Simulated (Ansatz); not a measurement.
# GaP, element substitutions

Take GaP in the zinc blende structure (space group F-43m, No. 216; a = 5.4517 Å) as the base.

Each row replaces one element on all its sites; cell and atoms are relaxed.

Method: Ansatz (a first-principles code) r2SCAN, no spin-orbit coupling, earlier PAW set.

```json
[
 {"case": "base", "density": "4.13 g/cm³", "shortest interatomic distance": "236.1 pm", "band gap": "1.85 eV"},
 {"case": "P → B", "density": "4.53 g/cm³", "shortest interatomic distance": "212.5 pm", "band gap": "zero"},
 {"case": "P → Mo", "density": "6.05 g/cm³", "shortest interatomic distance": "245.3 pm", "band gap": "zero"},
 {"case": "P → Sb", "density": "5.51 g/cm³", "shortest interatomic distance": "265.6 pm", "band gap": "0.41 eV"}
]
```

With Sb present, leaving out spin-orbit coupling can change the band edges. No phonon test of stability was made. As relaxed here, GaB and GaMo are hypothetical phases, not in the database extracts checked. The final runs are not spin-polarised. An odd electron count without spin: GaMo. GaMo has a high density of states at the Fermi level and may be magnetic at this level.
